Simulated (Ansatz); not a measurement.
Base system: Cu2O (space group Pn-3m, No. 224; a = 4.2991 Å).

(Cell as relaxed with PBE.)

Levels (all Ansatz, an electronic-structure program, PAW, earlier PAW set): PBE (420 eV, scalar-relativistic without spin-orbit coupling); PBEsol (420 eV, spin-orbit coupling left out).

Each level relaxes its own structure.

```csv
base,PBE,PBEsol
volume per atom,13.24 Å³,12.54 Å³
lattice parameter a,4.299 Å,4.222 Å
band gap,0.47 eV,0.56 eV
```

The change: full substitution Cu → Cd; the structure is relaxed again.

| quantity | PBE | PBEsol |
|---|---|---|
| volume per atom | 21.98 Å³ | 20.68 Å³ |
| band gap | zero | zero |

PBE's volume per atom lies 1.30 Å³ above PBEsol's (6.3 %); the two agree on the band gap. Neither level is exact; PBEsol is the comparison here, not a measurement.

Stability against distortions was not tested. As relaxed here, Cd2O is a hypothetical phase, not in the database extracts checked. No Hubbard U is applied. The final runs are not spin-polarised.
